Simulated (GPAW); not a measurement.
# Input and output of a self-consistent single point for SrInAu5 (I-4m2, 7 atoms in the cell) (GPAW)

Level of theory: LDA (Perdew-Wang 92), GPAW PAW datasets LDA (gpaw-data 1.0.1) (plane waves; GPAW).

This input was run:

```python
from ase import Atoms
from ase.units import GPa
from gpaw import GPAW

atoms = Atoms(['Sr', 'In', 'Au', 'Au', 'Au', 'Au', 'Au'],
              cell=[[-3.639650, 3.639650, 2.748365],
                    [3.639650, -3.639650, 2.748365],
                    [3.639650, 3.639650, -2.748365]],
              scaled_positions=[[0.000000, 0.000000, 0.000000],
                                [0.250000, 0.750000, 0.500000],
                                [0.693600, 0.693600, 0.387200],
                                [0.306400, 0.693600, 0.000000],
                                [0.306400, 0.306400, 0.612800],
                                [0.693600, 0.306400, 0.000000],
                                [0.750000, 0.250000, 0.500000]],
              pbc=True)

calc = GPAW(mode={'name': 'pw', 'ecut': 550},
            xc='LDA',
            kpts={'size': (8, 8, 8), 'gamma': True},
            occupations={'name': 'fermi-dirac', 'width': 0.136},
            nbands=-15,
            symmetry={'symmorphic': False, 'tolerance': 0.0005},
            maxiter=100,
            txt='-')

atoms.calc = calc

energy = atoms.get_potential_energy()
print('Energy (eV):', round(energy, 6))
forces = atoms.get_forces()
print('Forces (eV/Ang):')
print(forces.round(5))
stress = atoms.get_stress()
print('Stress (GPa, Voigt):', (stress / GPa).round(4))
```

Log, with long lists cut:

```
Input parameters:
  kpts: {gamma: True,
         size: (8, 8, 8)}
  maxiter: 100
  mode: {ecut: 550,
         name: pw}
  nbands: -15
  occupations: {name: fermi-dirac,
                width: 0.136}
  symmetry: {symmorphic: False,
             tolerance: 0.0005}

species:
  Sr:
    name: Strontium
    Z: 38.0
    valence: 10
    core: 28
    charge: 0.0
    file: Sr.LDA.gz

    # Using partial waves for Sr as LCAO basis

  In:
    name: Indium
    Z: 49.0
    valence: 13
    core: 36
    charge: 0.0
    file: In.LDA.gz

    # Using partial waves for In as LCAO basis

  Au:
    name: Gold
    Z: 79.0
    valence: 11
    core: 68
    charge: 0.0
    file: Au.LDA.gz

    # Using partial waves for Au as LCAO basis

Reference energy: -2827798.890162  # eV

Spin-paired calculation

Convergence criteria:
 Maximum [total energy] change in last 3 cyles: 0.0005 eV / valence electron
 Maximum integral of absolute [dens]ity change: 0.0001 electrons / valence electron
 Maximum integral of absolute [eigenst]ate change: 4e-08 eV^2 / valence electron
 Maximum number of scf [iter]ations: 100

Symmetries present (total): 8
Symmetries with fractional translations: 0
512 k-points: 8 x 8 x 8 Monkhorst-Pack grid + [1/16,1/16,1/16]
59 k-points in the irreducible part of the Brillouin zone
       k-points in crystal coordinates                weights
   0:     0.00000000    0.00000000    0.00000000          1/512
   1:     0.12500000   -0.12500000    0.00000000          4/512
   2:     0.12500000   -0.12500000    0.12500000          4/512
   [... 7 lines left out ...]
          ...
  58:     0.50000000    0.50000000    0.50000000          1/512

Wave functions: Plane wave expansion
  Cutoff energy: 550.000 eV
  Number of coefficients (min, max): 4239, 4288
  Pulay-stress correction: 0.000000 eV/Ang^3 (de/decut=0.000000)

Occupation numbers: Fermi-Dirac:
  width: 0.1360  # eV

Eigensolver

Densities:
  Coarse grid: 32*32*32 grid
  Fine grid: 64*64*64 grid
  Total Charge: 0.000000

Density mixing:
  Method: separate
  Backend: pulay
  Linear mixing parameter: 0.05
  old densities: 5
  Damping of long wavelength oscillations: 50

Hamiltonian:
  XC and Coulomb potentials evaluated on a 64*64*64 grid
  External potential:
    NoExternalPotential

Number of atoms: 7
Number of atomic orbitals: 59
Number of bands in calculation: 54
Number of valence electrons: 78
Bands to converge: occupied

Density initialized from atomic densities
  54 bands from LCAO basis set

Atomic positions and initial magnetic moments

Positions:
   0 Sr     0.000000    0.000000    0.000000    ( 0.0000,  0.0000,  0.0000)
   1 In     3.639650    0.000000    1.374183    ( 0.0000,  0.0000,  0.0000)
   2 Au     1.409272    1.409272    2.748365    ( 0.0000,  0.0000,  0.0000)
   3 Au     1.409272   -1.409272    2.748365    ( 0.0000,  0.0000,  0.0000)
   4 Au     2.230378    2.230378   -0.000000    ( 0.0000,  0.0000,  0.0000)
   5 Au    -1.409272    1.409272    2.748365    ( 0.0000,  0.0000,  0.0000)
   6 Au    -0.000000    3.639650    1.374183    ( 0.0000,  0.0000,  0.0000)

Unit cell:
           periodic     x           y           z      points  spacing
  1. axis:    yes   -3.639650    3.639650    2.748365    32     0.1371
  2. axis:    yes    3.639650   -3.639650    2.748365    32     0.1371
  3. axis:    yes    3.639650    3.639650   -2.748365    32     0.1609

  Lengths:   5.835033   5.835033   5.835033
  Angles:  102.817797 102.817797 123.800112

Effective grid spacing dv^(1/3) = 0.1644

     iter     time        total  log10-change:
                         energy   eigst   dens
iter:   1 --:--:--   -33.213796
iter:   2 --:--:--   -32.660899   -1.31  -1.29
iter:   3 --:--:--   -30.829122   -0.92  -1.32
iter:   4 --:--:--   -30.715654   -2.99  -1.87
iter:   5 --:--:--   -30.507353   -1.84  -1.90
iter:   6 --:--:--   -30.493474   -2.40  -2.05
iter:   7 --:--:--   -30.499654c  -3.10  -2.30
iter:   8 --:--:--   -30.450130   -3.00  -2.27
iter:   9 --:--:--   -30.444289   -3.72  -2.76
iter:  10 --:--:--   -30.443644c  -4.41  -3.03
iter:  11 --:--:--   -30.443637c  -5.83  -3.31
iter:  12 --:--:--   -30.443561c  -5.77  -3.35
iter:  13 --:--:--   -30.443298c  -4.92  -3.46
iter:  14 --:--:--   -30.443360c  -5.52  -3.46
iter:  15 --:--:--   -30.443277c  -5.83  -3.56
iter:  16 --:--:--   -30.443384c  -5.84  -3.44
iter:  17 --:--:--   -30.443390c  -6.38  -3.63
iter:  18 --:--:--   -30.443339c  -5.47  -3.67
iter:  19 --:--:--   -30.443338c  -7.13  -3.84
iter:  20 --:--:--   -30.443334c  -5.98  -3.89
iter:  21 --:--:--   -30.443325c  -6.93  -4.25c
iter:  22 --:--:--   -30.443331c  -7.47c -4.33c

Converged after 22 iterations.

Dipole moment: (0.568195, -0.568195, -0.000000) |e|*Ang

Energy contributions relative to reference atoms: (reference = -2827798.890162)

Kinetic:        -51.577699
Potential:      +44.302045
External:        +0.000000
XC:             -23.654151
Entropy (-ST):   -0.135865
Local:           +0.554406
SIC:             +0.000000
--------------------------
Free energy:    -30.511264
Extrapolated:   -30.443331

Showing only first 2 kpts
 Kpt  Band  Eigenvalues  Occupancy
  0    37      6.87199    1.99974
  0    38      7.70534    1.88620
  0    39      7.78517    1.80422
  0    40      8.37132    0.22034

  1    37      7.02100    1.99921
  1    38      7.71863    1.87525
  1    39      8.15757    0.74694
  1    40      8.46966    0.11334

Fermi level: 8.08721

No gap
No difference between direct/indirect transitions
Energy (eV): -30.443331

Forces in eV/Ang:
  0 Sr    0.00000    0.00000    0.00000
  1 In    0.00000    0.00000    0.00000
  2 Au   -0.00440   -0.00440    0.00000
  3 Au   -0.00440    0.00440    0.00000
  4 Au    0.00440    0.00440    0.00000
  5 Au    0.00440   -0.00440   -0.00000
  6 Au    0.00000    0.00000   -0.00000

Stress tensor:
     0.033786     0.000000     0.000000
     0.000000     0.033786    -0.000000
     0.000000    -0.000000     0.036216
Stress (GPa, Voigt): [ 5.4131  5.4131  5.8024 -0.      0.      0.    ]
```

The run converged in 22 iterations. GPAW prints stress with tension positive.

The starting cell comes from a database of computed structures (which also holds hypothetical and non-ambient phases and stackings), without a prior relaxation at this level. Spin-orbit coupling is off. With a pressure of about -6 GPa the cell is away from its equilibrium volume at this level.

Cost on one core of a shared machine: roughly 3 min.
